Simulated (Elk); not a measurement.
Band structure of In2Sb (P6_3/mmc, 6 atoms in the cell).

```
CELL_PARAMETERS angstrom
      5.37990     0.00000     0.00000
     -2.68995     4.65913     0.00000
      0.00000     0.00000     6.72255
ATOMIC_POSITIONS crystal
  In 0.66667 0.33333 0.25000
  In 0.33333 0.66667 0.75000
  In 0.00000 0.00000 0.50000
  In 0.00000 0.00000 0.00000
  Sb 0.66667 0.33333 0.75000
  Sb 0.33333 0.66667 0.25000
```

Computed with LDA (PW92), all-electron FP-LAPW, Elk's shipped species files, default APW+lo basis run with Elk.

Settings: swidth = 0.00499791 Ha; ngridk = 5 5 4; maxscl = 100.

The starting cell comes from a database of computed structures (which also holds hypothetical and non-ambient phases and stackings), without a prior relaxation at this level. Spin-orbit coupling is off. Values depend on the basis (sphere radii, cutoffs, local orbitals), which need not be converged. The run gives no clean gap (levels at the Fermi energy touch, overlap or are partly filled at this smearing), which alone does not show that the compound is a metal.

Levels in eV from the Fermi level, bands 51 to 58:
```json
[
 {"point": "Γ", "51": "-1.77", "52": "-1.70", "53": "-0.52", "54": "-0.33", "55": "-0.33", "56": "-0.03", "57": "0.52", "58": "2.11"},
 {"point": "M", "51": "-1.66", "52": "-1.66", "53": "-1.19", "54": "1.33", "55": "1.53", "56": "2.25", "57": "3.33", "58": "3.58"},
 {"point": "K", "51": "-2.95", "52": "-0.58", "53": "-0.02", "54": "-0.02", "55": "1.84", "56": "2.35", "57": "2.35", "58": "3.45"},
 {"point": "A", "51": "-1.87", "52": "-1.87", "53": "-1.04", "54": "-1.04", "55": "-0.23", "56": "-0.23", "57": "-0.23", "58": "-0.23"},
 {"point": "L", "51": "-0.66", "52": "-0.66", "53": "0.46", "54": "0.46", "55": "2.31", "56": "2.31", "57": "2.91", "58": "2.91"},
 {"point": "H", "51": "-0.44", "52": "-0.44", "53": "0.10", "54": "0.10", "55": "0.76", "56": "0.76", "57": "1.78", "58": "1.78"}
]
```

Bands cross the Fermi level along this path, so the cell is metallic at this level.
